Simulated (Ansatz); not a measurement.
The reference is Mg in the hcp (Mg type) structure (space group P6_3/mmc, No. 194; a = 3.1952 Å, c = 5.1966 Å; relaxed with 0.1 eV smearing). Axes: x lies along a and z along c of the hexagonal cell.

Structures relaxed with PBE (Ansatz, a quantum-chemistry and plane-wave program, PAW, no spin-orbit coupling).

Base:

Simulated powder pattern, Cu Kα1, λ = 1.54056 Å (kinematic, ideal powder, no thermal factors, no anomalous dispersion; the 10 strongest lines at most, above 2 %, up to 2θ = 90°):

```
2θ (°)  I/Imax (%)    hkl
------  ----------  -----
32.33           24  (100)
34.49           27  (002)
36.77          100  (101)
47.99           15  (102)
57.65           17  (110)
63.29           19  (103)
68.94           19  (112)
70.36           13  (201)
78.21          3.2  (202)
81.84          2.8  (104)
```

The change: the cell is stretched by 2.00 % along z with no lateral relaxation; the atoms relax in the strained cell.

After the change:

Simulated powder pattern, Cu Kα1, λ = 1.54056 Å (kinematic, ideal powder, no thermal factors, no anomalous dispersion; the 10 strongest lines at most, above 2 %, up to 2θ = 90°):

| 2θ (°) | I/Imax (%) | hkl |
|---|---|---|
| 32.33 | 24 | (100) |
| 33.79 | 28 | (002) |
| 36.60 | 100 | (101) |
| 47.46 | 16 | (102) |
| 57.65 | 17 | (110) |
| 62.30 | 20 | (103) |
| 68.52 | 19 | (112) |
| 70.25 | 13 | (201) |
| 77.81 | 3.2 | (202) |
| 80.26 | 2.9 | (104) |

The indices refer to the base's conventional cell; one index is shown for lines that coincide.

No phonon test of stability was made.
